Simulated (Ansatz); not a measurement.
Consider interstitial H in crystalline InGaZnO4 (ordered Ga and Zn layers), charge state +1. The step: H moves alone to another site; the atom moves 1.38 Å along (0.00, 0.41, 0.00) of the unit cell; the moving atom starts with neighbours Ga at 2.09; O at 1.00, O at 1.63 Å and ends with Ga at 2.10; O at 1.00, O at 1.64 Å. A PBE band in Ansatz (plane-wave PAW, one k-point at (0.167, 0.250, 0.250), 189 host sites, 28 SCF runs with any check of the saddle's order, static, no finite-size correction) gives a forward barrier of 0.14 eV. The saddle point's order was not checked, and it lies on a symmetry element of the cell, where a band can be held. The charge state is imposed; whether it is stable for some Fermi level was not computed. Sites that were not tried may lie lower. The start lies 0.11 eV above the lowest site run (PBE).

Single points at the band's start and saddle point can refine it. Rough cost of one point, in units of the band's mean SCF on the same machine:

```json
[
 {"Level": "PBE, a 2×2×2 k-point mesh shifted by half a step along c", "Cost of one point": "about 4"},
 {"Level": "r2SCAN at 500 eV, one k-point at (0.167, 0.250, 0.250)", "Cost of one point": "under 2"}
]
```

Question: Which of these move the barrier by more than 0.1 eV, and how far does each move it?

Answer: Not one does. PBE, a 2×2×2 k-point mesh shifted by half a step along c: 0.00 eV; r2SCAN at 500 eV, one k-point at (0.167, 0.250, 0.250): -0.03 eV. Each functional is compared with PBE at the same k-points.

Ansatz is a program for electronic structure.
